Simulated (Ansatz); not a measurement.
**Ga vacancy in wurtzite GaN**

Level of theory: PBE, PAW (plane waves to 420 eV; Ansatz, a first-principles code). Cell: 192 sites, 4×2×3 repeats of a cell of 8 atoms; final energies on a 2×2×2 shifted mesh. Site at the start: the Ga site. Finite-size correction: monopole term and site-potential alignment. Dielectric constants: PBE linear response of the host. Host gap at this level: 1.71 eV. These values are not converged in cell size to better than tenths of an eV. PBE underestimates the host's gap, which shifts levels and can delocalise carriers. Spin–orbit coupling is left out. Each state is the lowest found from its start.

Formation energies E_f are given with the Fermi level at the valence-band maximum. Chemical conditions: Ga-rich (Δμ(Ga) = 0.00 eV; only phases computed here count, gases as isolated molecules at 0 K); N-rich (Δμ(Ga) = -0.88 eV; only phases computed here count, gases as isolated molecules at 0 K). Reference phases: Ga: alpha gallium.

Charges with a result: +1, 0, −1, −2, −3. Others weren't obtained, and one of them could lie lower, also by skipping a charge.

| charge | moment (μB) | largest move off a lattice site (Å) | image correction with alignment (eV) | E_f, Ga-rich (eV) | E_f, N-rich (eV) | above the lowest spin state (eV) |
|---|---|---|---|---|---|---|
| +1* | fractional | 0.22 | – | – | – | 0.00 |
| +1† | not spin-polarised | 0.21 | -0.04 | – | – | 0.54 |
| 0 | 3.0 | 0.22 | 0.00 | 7.00 | 6.11 | 0.00 |
| 0 | 3.0 | 0.22 | 0.00 | 7.00 | 6.11 | 0.00 |
| −1 | 2.0 | 0.21 | 0.26 | 7.67 | 6.79 | 0.00 |
| −1† | not spin-polarised | 0.21 | 0.27 | – | – | 0.33 |
| −2 | 1.0 | 0.21 | 0.79 | 8.80 | 7.92 | 0.00 |
| −2 | 1.0 | 0.21 | 0.79 | 8.80 | 7.92 | 0.00 |
| −3† | not spin-polarised | 0.24 | 1.59 | – | – | 0.00 |

* At this level the carrier isn't localised at the defect: at charge +1 holes occupy the valence band. Such a state is shallow or no state of the defect, and this cell gives it no level.

† Not settled in this cell, so no level is given: charge −3: level within 0.1 eV of a band edge or past it.

Starting moments that weren't kept: charge 0 began with 1 μB and ended with 3.0; charge −2 began with 3 μB and ended with 1.0.

Transition levels above the valence-band maximum: ε(0/−1) = 0.68 eV; ε(−1/−2) = 1.13 eV. On the lower envelope of the bound states, inside the gap: (0/−1) at 0.68 eV; (−1/−2) at 1.13 eV.

Flagged in the runs: a host whose relaxation on this sampling wasn't shown to rest.

All states together cost roughly 50 core-hours.
